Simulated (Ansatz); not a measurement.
The starting structures come from a database of crystals and need not be the phases stable at ambient conditions.

 Where the default PAW files enter, the runs use the earlier of Ansatz's two default sets.

Here is the system:

```
CdTe
1.0
    4.67575     0.00000     0.00000
    0.00000     7.63690     0.00000
    2.29233     0.00000     4.07528
Cd Te
2 2
Direct
  0.84847   0.00017   0.84847
  0.15153   0.50017   0.15153
  0.18219   0.12483   0.18219
  0.81781   0.62483   0.81781
```

Space group of this cell: Cmc2_1. The cell is taken as given; by r2SCAN its mean pressure is -1.2 GPa.

Transport runs along the normal of the first two printed cell vectors.

No gap correction and no spin-orbit coupling; mid-gap values are interpolated between computed energies.

Q: Estimate the band gap and the smallest decay constant κ at mid-gap that r2SCAN (Ansatz, a first-principles code) returns for this system.

A: Gap 1.10 eV on a 8×4×8 mesh; κ = 0.079 1/Å, at the zone centre.
